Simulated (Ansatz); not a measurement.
Base system: TiC in the rock salt structure (space group Fm-3m, No. 225; relaxed with 0.1 eV smearing).

```
TiC
1.0
    0.00000     2.16392     2.16392
    2.16392     0.00000     2.16392
    2.16392     2.16392     0.00000
Ti C
1 1
Direct
  0.00000   0.00000   0.00000
  0.50000   0.50000   0.50000
```

Cartesian axes are those of the cell as printed.

The values are results of r2SCAN (Ansatz, a quantum-chemistry and plane-wave program), no SOC, not measurements.

Before the change:

- Pressure: 0.0 GPa

It is then changed as follows: biaxial strain −1.25 %, plane normal [111], relaxed out of plane (Cartesian); in-plane vectors clamped, the third vector and the atoms free.

Q: Predict the new pressure.

A: The pressure (mean of the normal stresses, compression positive) goes from zero to 5.0 GPa.

Q: What happens to the energy relative to the base?

A: The energy increases by 5.9 meV/atom.

Stability against distortions was not tested. All final runs are without spin polarisation.
